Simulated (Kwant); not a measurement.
Computed with Kwant: Hückel tight-binding model, one pz orbital an atom, one spin, coherent transport at 0 K. Conductance is in e²/h.

Device: π system C1=CC=CC=CC=C1 between two chain leads. The π system is taken as planar. Atoms are numbered from 0 in the order of the SMILES. Site energies (eV, carbon 0): [0.0, 0.0, 0.0, 0.0, 0.0, 0.0, 0.0, 0.0]. Bonds (i, j, β in eV): (0,1,-2.4) (1,2,-2.4) (2,3,-2.4) (3,4,-2.4) (4,5,-2.4) (5,6,-2.4) (6,7,-2.4) (7,0,-2.4). Leads: chains of hopping −3.6 eV, joined by −0.72 eV to atoms 0 and 2.

Site energies and bond integrals are typed Hückel values.

Sweep values stay those of the base run.

One input was changed, with this effect: transmission at E = 0 little changed (1.00); mean G over the sweep 0.032 → 0.082 e²/h.

Q: Which change was it?
(A) contacts moved from atoms [0, 2] to [0, 4]
(B) contacts moved from atoms [0, 2] to [0, 3]
(C) contacts moved from atoms [0, 2] to [0, 1]

A: A, contacts moved from atoms [0, 2] to [0, 4]
